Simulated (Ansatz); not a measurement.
# Cubic perovskite CsSnI3 (cubic high-temperature phase)

Level of theory: PBE0 (plane waves, PAW; Ansatz, a first-principles code).

Numerical settings: plane-wave cutoff 460 eV, 4×4×4 k mesh, Fermi–Dirac smearing 0.01 eV, scalar-relativistic PAW data made under PBE.

Cell (relaxed at this level):

```
CELL_PARAMETERS angstrom
      6.26072     0.00000     0.00000
      0.00000     6.26072     0.00000
      0.00000     0.00000     6.26072
ATOMIC_POSITIONS crystal
  Cs 0.00000 0.00000 0.00000
  Sn 0.50000 0.50000 0.50000
  I  0.50000 0.00000 0.50000
  I  0.00000 0.50000 0.50000
  I  0.50000 0.50000 0.00000
```

```yaml
bulk_modulus: 16.6 GPa
band_gap: 1.34 eV (on the SCF k mesh)
direct gap at Γ: 5.99 eV
pressure derivative B′ of the bulk modulus: 4.6
```

Note: the relaxation could not lower the start's symmetry, so the cell can be a saddle point above a distorted one.

Spin–orbit coupling is not included; with these elements it can move the gap by several tenths of an eV or more.

Computed values are for the static lattice.

Cost on a shared machine: around 40 core-minutes (rough).
